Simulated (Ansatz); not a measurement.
The reference is Ta2N in the anti-CdI2 type structure (space group P-3m1, No. 164; relaxed with 0.1 eV smearing).

```
Ta2N
1.0
    3.06549     0.00000     0.00000
   -1.53275     2.65479     0.00000
    0.00000     0.00000     4.88883
N Ta
1 2
Direct
  0.00000   0.00000   0.00000
  0.33333   0.66667   0.25726
  0.66667   0.33333   0.74274
```

Cartesian axes are those of the cell as printed.

Method: DFT with r2SCAN+rVV10, PAW potentials and a 500 eV plane-wave cutoff in Ansatz (a first-principles code), no SOC.

Strains are applied to the cell and any free atomic positions relax; under biaxial strain the out-of-plane vector relaxes too.

One change was made to it. Results:

| quantity | base | after |
|---|---|---|
| shortest interatomic distance | 2.171 Å | 2.156 Å |
| pressure (mean of the normal stresses, compression positive) | 0.0 GPa | 0.2 GPa |

Question: Name the change that was made.
A. isotropic strain +4.00 %
B. tensor shear ε_xy = +1.64 %
C. biaxial strain −4.42 %, plane normal [001], relaxed out of plane
D. uniaxial strain ε_yy = +0.59 %
E. isotropic strain +0.90 %

Answer: B, tensor shear ε_xy = +1.64 %. For comparison, the pressure in the other runs: biaxial strain −4.42 %, plane normal [001], relaxed out of plane gives 13.1 GPa; uniaxial strain ε_yy = +0.59 % gives -1.7 GPa; isotropic strain +4.00 % gives -26.9 GPa; isotropic strain +0.90 % gives -7.5 GPa.

Whether these cells are dynamically stable was not tested. The final runs are not spin-polarised. An odd electron count without spin: Ta2N.
